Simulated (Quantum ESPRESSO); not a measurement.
Quantum ESPRESSO run on the (001) slab of MgS (cut from a parent of space group no. 225; 4 atoms in the cell): self-consistent single point.

Computed with LDA (PZ), GBRV 1.5 ultrasoft (LDA) pseudopotentials (plane waves; Quantum ESPRESSO).

The change in words: vacuum of 4 angstrom (first run: 14 Å). Reference geometry:
```xyz
4
Lattice="3.6880 0.0000 0.0000 0.0000 3.6880 0.0000 0.0000 0.0000 16.6078" Properties=species:S:1:pos:R:3 pbc="T T T"
Mg     0.0000     0.0000     9.6078
Mg    -1.8440     1.8440     7.0000
S     -1.8440     1.8440     9.6078
S      0.0000     0.0000     7.0000
```

Reference input (self-consistent single point, DFT, LDA (PZ), plane waves, GBRV 1.5 ultrasoft (LDA) pseudopotentials): ecutwfc = 40 Ry; ecutrho = 200 Ry; occupations = smearing; smearing = fd; degauss = 0.0036749 Ry; potentials = {Mg: mg_lda_v1.4.uspp.F.UPF, S: s_lda_v1.4.uspp.F.UPF}; K_POINTS = automatic 4 4 1 0 0 0; conv_thr = 1e-09 Ry; mixing_beta = 0.4. This run's input differs from it in these lines:

```diff
@@ -11,3 +11,3 @@
    celldm(1) = 6.969283491,
-   celldm(3) = 4.50322045691,
+   celldm(3) = 1.79171640022,
    nat = 4,
@@ -28,6 +28,6 @@
 ATOMIC_POSITIONS angstrom
-Mg    0.000000000    0.000000000    9.607819693
-Mg   -1.843993000    1.843993000    6.999994307
-S    -1.843993000    1.843993000    9.607819693
-S     0.000000000    0.000000000    6.999994307
+Mg    0.000000000    0.000000000    4.607827999
+Mg   -1.843993000    1.843993000    1.999997001
+S    -1.843993000    1.843993000    4.607827999
+S     0.000000000    0.000000000    1.999997001
 K_POINTS automatic
```

The program printed (abridged):

```
     Self-consistent Calculation

     iteration #  1     ecut=    40.00 Ry     beta= 0.40

     total energy              =    -298.64214885 Ry
     estimated scf accuracy    <       0.40474839 Ry

     iteration #  2     ecut=    40.00 Ry     beta= 0.40

     total energy              =    -298.68339920 Ry
     estimated scf accuracy    <       0.03745075 Ry

     iteration #  3     ecut=    40.00 Ry     beta= 0.40

     total energy              =    -298.68463856 Ry
     estimated scf accuracy    <       0.00650681 Ry

   [... 4 blocks of this kind left out ...]

     iteration #  8     ecut=    40.00 Ry     beta= 0.40

     total energy              =    -298.68513224 Ry
     estimated scf accuracy    <       0.00000011 Ry

     iteration #  9     ecut=    40.00 Ry     beta= 0.40
     End of self-consistent calculation

     the Fermi energy is     4.6382 ev

!    total energy              =    -298.68513227 Ry
     estimated scf accuracy    <          9.2E-10 Ry
     smearing contrib. (-TS)   =      -0.00000000 Ry
     internal energy E=F+TS    =    -298.68513227 Ry

     convergence has been achieved in   9 iterations

     Forces acting on atoms (cartesian axes, Ry/au):

     atom    1 type  1   force =     0.00000000    0.00000000   -0.01921032
     atom    2 type  1   force =     0.00000000    0.00000000    0.01921032
     atom    3 type  2   force =     0.00000000    0.00000000    0.01260774
     atom    4 type  2   force =     0.00000000    0.00000000   -0.01260774

     Total force =     0.032496     Total SCF correction =     0.000175

          total   stress  (Ry/bohr**3)                   (kbar)     P=      -63.94
  -0.00046720   0.00000000   0.00000000          -68.73        0.00        0.00
   0.00000000  -0.00046720   0.00000000            0.00      -68.73        0.00
   0.00000000   0.00000000  -0.00036956            0.00        0.00      -54.36

   JOB DONE.
```

The run converged in 9 iterations. Against the reference run the free energy goes down by 76.5 meV/atom, the largest force goes from 0.806 to 0.494 eV/Å and the gap on the mesh goes from 2.683 to 2.362 eV.

The starting cell has typed, rounded lattice constants, without a prior relaxation at this level. The slab is cut from that crystal, and its faces are unrelaxed. Its lattice was rescaled by up to half a per cent. Spin polarisation is off, though cut faces can carry moments; a gap of a slab can lie between surface states.
